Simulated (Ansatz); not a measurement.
**TaN under a change: pressure 0.7 GPa**

The parent structure is TaN (space group P6/mmm, No. 191; a = 5.202 Å, c = 2.906 Å).

Now apply this change: a hydrostatic pressure of 0.7 GPa.

Method: PBEsol (Ansatz, a quantum-chemistry and plane-wave program), no spin-orbit coupling. Settings: 10×10×16 k-points, 0.05 eV Fermi–Dirac smearing.

```json
[
 {"quantity": "density", "base": "14.26 g/cm³", "changed": "14.30 g/cm³", "shift": "+0.033 g/cm³"},
 {"quantity": "lattice parameter a", "base": "5.202 Å", "changed": "5.197 Å", "shift": "-0.005 Å"},
 {"quantity": "shortest interatomic distance", "base": "2.090 Å", "changed": "2.088 Å", "shift": "-0.0014 Å"},
 {"quantity": "enthalpy H = E + PV relative to the base's energy", "base": "–", "changed": "+0.05 eV/atom", "shift": "–"},
 {"quantity": "band gap", "base": "zero", "changed": "zero", "shift": "–"}
]
```

Final structure:

```xyz
6
Lattice="5.1965 0.0000 0.0000 -2.5983 4.5003 0.0000 0.0000 0.0000 2.9051" Properties=species:S:1:pos:R:3 pbc="T T T"
Ta     0.0000     0.0000     0.0000
Ta     0.0000     3.0002     1.4526
Ta     2.5983     1.5001     1.4526
N      2.5983     0.0000     0.0000
N      1.2991     2.2502     0.0000
N     -1.2991     2.2502     0.0000
```

Load acts through the strain it causes; cell and atoms are relaxed under it. No phonon test of stability was made. All final runs are without spin polarisation. This is not the structure that TaN has at room temperature and ambient pressure.
